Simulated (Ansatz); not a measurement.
The starting structures come from a database of crystals and need not be the phases stable at ambient conditions.

The decay constant κ of evanescent states in the gap governs leakage through a thin film.

Given:

```yaml
crystal:
  lattice:
    - [5.21790, 0.00000, 0.00000]
    - [0.00000, 6.84981, 0.00882]
    - [0.00000, -1.54482, 4.32443]
  atoms:
    - { symbol: Tl, position: [0.25000, 0.21513, 0.60757] }
    - { symbol: Tl, position: [0.75000, 0.78487, 0.39243] }
    - { symbol: I, position: [0.25000, 0.73043, 0.86522] }
    - { symbol: I, position: [0.75000, 0.26957, 0.13478] }
```

The cell was relaxed by PBE-D3(BJ); by r2SCAN it stands under a pressure of 0.7 GPa.

Transport runs along the normal of the first two printed cell vectors.

The gap is the functional's own. No spin-orbit coupling. Mid-gap values are those at the computed energy nearest the middle.

### Question
State the band gap and the smallest decay constant κ at mid-gap according to r2SCAN run with Ansatz (a first-principles code).

### Answer
Gap 2.62 eV on a 6×8×8 mesh; κ = 0.236 1/Å, at (0.333, 0.500) of the in-plane reciprocal vectors. At the zone centre the slowest state has κ = 0.30 1/Å.
